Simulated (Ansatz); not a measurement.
Functionals compared on a constructed model of the (111) surface of fcc Pt, a pseudomorphic layer of Cu in the host's stacking (bottom of the slab: a bare face, its two planes held), in Ansatz (plane waves, PAW). The structure was relaxed with PBE; the other rows are single points on it. Cutoff 420 eV (500 eV for r2SCAN).

Slab: 7 atoms, 13.7 Å thick at the start; k 15x15x1, smearing 0.1 eV, dipole-corrected; 2 atoms held, the rest relaxed; start symmetry kept, larger cells not searched; no spin, no spin-orbit, no U. It is one candidate, not shown to be the stable structure of the face. These notes are the PBE run's.

```csv
functional,work function of the top face (eV),rough cost of the single point
PBE,4.68,–
RPBE,4.51,about 25 core-seconds (a rough figure)
r2SCAN,___,about 60 core-seconds (a rough figure)
```

Task: Fill in the missing entries.

Result: 
- r2SCAN, work function of the top face (eV): 4.69

Ansatz is a quantum-chemistry and plane-wave program.
